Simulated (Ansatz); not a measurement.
The parent structure is Si in the diamond structure (space group Fd-3m, No. 227).

```
Si
1.0
    0.00000     2.72216     2.72216
    2.72216     0.00000     2.72216
    2.72216     2.72216     0.00000
Si
2
Direct
  0.50000   0.50000   0.50000
  0.75000   0.75000   0.75000
```

Cartesian axes are those of the cell as printed.

Level of theory: r2SCAN (Ansatz, a program for electronic structure), no spin-orbit coupling.

Base values:

The band gap comes out as 0.78 eV.

One thing is altered: strain tensor (xx, yy, zz, yz, xz, xy) = (−2.08, +0.63, −0.09, −1.26, +0.77, −0.52) %; the atoms relax in the strained cell.

Question: What does the calculation give for the stress after the change?

Answer: The stress (xx, yy, zz, yz, xz, xy; compression positive) comes out as (3.16, 0.35, 1.18, 2.03, -1.31, 0.88) GPa.

Question: What happens to the largest internal atomic displacement?

Answer: The largest internal atomic displacement is 0.011 Å.

Question: Predict the new energy relative to the base.

Answer: The energy goes up by 9.1 meV/atom.

Question: How does this affect the band gap?

Answer: The band gap decreases by 0.384 eV (0.78 eV → 0.39 eV).

Gaps are Kohn–Sham eigenvalue differences; semilocal functionals usually give less than the measured gap. No phonon test of stability was made.
